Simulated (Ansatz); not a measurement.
## Refining one setting for SiO2 (P3_221, 9 atoms in the cell)

```yaml
crystal:
  lattice:
    - [4.84822, 0.00000, 0.00000]
    - [-2.42411, 4.19868, 0.00000]
    - [0.00000, 0.00000, 5.35613]
  atoms:
    - { symbol: Si, position: [0.00000, 0.46880, 0.33333] }
    - { symbol: Si, position: [0.53120, 0.53120, 0.00000] }
    - { symbol: Si, position: [0.46880, 0.00000, 0.66667] }
    - { symbol: O, position: [0.14454, 0.73144, 0.54782] }
    - { symbol: O, position: [0.26856, 0.41310, 0.21449] }
    - { symbol: O, position: [0.58690, 0.85546, 0.88115] }
    - { symbol: O, position: [0.73144, 0.14454, 0.45218] }
    - { symbol: O, position: [0.41310, 0.26856, 0.78551] }
    - { symbol: O, position: [0.85546, 0.58690, 0.11885] }
```

Level of theory: HSE06, PAW files made with PBE (plane waves; Ansatz, a quantum-chemistry and plane-wave program).

The starting cell comes from a database of computed structures (which also holds hypothetical and non-ambient phases and stackings), without a prior relaxation at this level. Its lattice was rescaled by a random factor within 2.5 % of one. In the base run, with a pressure of about 10 GPa the cell is away from its equilibrium volume at this level. Ansatz's pressure includes its estimate of the finite-basis (Pulay) stress.

Held fixed: basis.ecutwfc = 420 eV; hamiltonian.xc = hse06; hamiltonian.pseudopotentials = {kind: paw} (the program's default PAW files); scf.occupations.method = fixed.

ΔF is the free energy per atom less that of the last row (6 6 5).

```json
[
 {"kpoints.mp_grid.grid": "3 3 2", "ΔF (meV/atom)": "0.01", "pressure (GPa)": "9.53", "largest force (eV/Å)": "0.461", "gap on the mesh (eV)": "8.085", "k-points": "6", "iterations": "14"},
 {"kpoints.mp_grid.grid": "3 3 3", "ΔF (meV/atom)": "0.00", "pressure (GPa)": "9.53", "largest force (eV/Å)": "0.461", "gap on the mesh (eV)": "8.084", "k-points": "7", "iterations": "14"},
 {"kpoints.mp_grid.grid": "4 4 3", "ΔF (meV/atom)": "0.01", "pressure (GPa)": "9.53", "largest force (eV/Å)": "0.461", "gap on the mesh (eV)": "8.111", "k-points": "9", "iterations": "16"},
 {"kpoints.mp_grid.grid": "6 6 5", "ΔF (meV/atom)": "0.00", "pressure (GPa)": "9.53", "largest force (eV/Å)": "0.461", "gap on the mesh (eV)": "8.084", "k-points": "27", "iterations": "16"}
]
```

Gap on the mesh within 0.05 eV of the last row: from kpoints.mp_grid.grid = 3 3 2 on, the coarsest one.

Pressure within 0.2 GPa of the last row: from kpoints.mp_grid.grid = 3 3 2 on, the coarsest one. The value it settles on is 9.5 GPa at this level of theory and with the other settings as held.

The gap is read on the k-point mesh of the run and can differ from the gap over the whole zone at this level.

Keys are those of Ansatz 0.2.
